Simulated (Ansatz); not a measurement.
Start from BAs in the zinc blende structure (space group F-43m, No. 216; a = 4.7679 Å). Axes: x, y, z lie along the cube axes.

All numbers come from PBEsol, PAW, 420 eV (Ansatz, a quantum-chemistry and plane-wave program; spin-orbit coupling left out).

Before the change:

The smallest direct gap comes out as 3.25 eV and the band gap is 1.08 eV. The volume per atom is 13.55 Å³.

Now apply this change: tensile biaxial strain of 1.25 % in the plane normal to [111], as in epitaxy on a mismatched substrate; the out-of-plane cell vector and the atoms relax.

Task: Predict the new smallest direct gap, band gap and volume per atom.

Result: The smallest direct gap drops by 0.18 eV to 3.07 eV; the band gap decreases by 0.06 eV to 1.02 eV; the volume per atom grows by 0.30 Å³, from 13.55 Å³ to 13.85 Å³.

Stability against distortions was not tested.
